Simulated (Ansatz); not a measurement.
The reference is Nb in the diamond structure (space group Fd-3m, No. 227; a = 5.8058 Å; a hypothetical phase, not in the database extracts checked). Axes: x, y, z lie along the cube axes.

Computed with Ansatz (a first-principles code), PBEsol, PAW, cutoff 420 eV, no SOC.

Before the change:

| Property | Value |
|---|---|
| Shortest interatomic distance | 2.514 Å |
| Band gap | zero |

Perturbation: a free-standing slab of 2 layers (4 atoms, 2 a layer) is cut normal to [110], with 15 Å of vacuum and the in-plane cell held at bulk.

How does this affect the excess energy per area of both faces, shortest interatomic distance and band gap?

The excess energy per area of both faces (slab less bulk energy over the cell's area: twice a surface energy) comes out as 1.24 J/m²; the shortest interatomic distance drops by 0.382 Å (2.514 Å → 2.132 Å); the band gap is still zero.

The excess energy carries the mismatch between the slab's and the bulk's meshes. Whether these cells are dynamically stable was not tested. The final runs are not spin-polarised.
